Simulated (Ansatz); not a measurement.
A constructed model of the (100) surface of fcc Cu, a layer of In in place of the third plane (bottom of the slab: a bare face, its two planes held)

Level of theory: PBE (plane waves to 420 eV, PAW; Ansatz, a first-principles code).

Model: 6-atom slab, 9.2 Å thick at the start (thin: gaps and levels are the slab's own), 15x15x1 mesh, Fermi-Dirac 0.1 eV, dipole correction, 2 atoms held, the rest relaxed; held to the start's symmetry, so lower structures may exist; no spin, no spin-orbit, no U. In PBE it lies 0.02 eV a 1x1 cell over the lowest computed structure of the same composition (a layer of In in place of the second plane).

The work function of the top face is 4.57 eV, the energy released by relaxation is 0.59 eV and the cost is very roughly 6 core-minutes.
